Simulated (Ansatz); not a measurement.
Functionals compared on Br on the 1x1 (110) surface of rutile TiO2 (cut with top plane O), one in a 2x1 cell, started at the site 'over O at depth 1.2 Å', in Ansatz (plane waves, PAW). The structure was relaxed with PBE; the other rows are single points on it, each with its references at the same level. Cutoff 420 eV (500 eV for r2SCAN). The points keep PBE's geometry, so the relaxation of a polaron and the settling of charge on one site are left out.

Host crystal: rutile TiO2, with a band gap (PBE, scalar-relativistic without spin-orbit coupling).

Set-up: 49 atoms, 12.7 Å thick at the start under the adsorbate; mesh 4x3x1; 0.01 eV smearing; dipole correction on; 24 atoms held, the rest relaxed; start symmetry kept, larger cells not searched; spin-polarised, ending with about 1.0 μB a cell; orders that need a larger cell were not tried, no spin-orbit, no U, no dispersion correction. At the end it is bonded to 2 Ti. In PBE it is, or lies within 0.03 eV of, the lowest of the starts that converged. These notes are the PBE run's. r2SCAN: The program's check for a lower electronic state was not made. Adsorption energies are against ½ Br2(g). A negative adsorption energy means that the adsorbate is more stable on the surface than in its reference.

| functional | adsorption energy (eV) | magnetic moment of the cell (μB) | rough cost of the single point |
|---|---|---|---|
| PBE | 0.97 | 1.00 | – |
| RPBE | 1.13 | 1.00 | around 8 core-minutes (rough) |
| r2SCAN | 0.76 | 1.00 | very roughly 11 core-minutes |

Ansatz is a quantum-chemistry and plane-wave program.
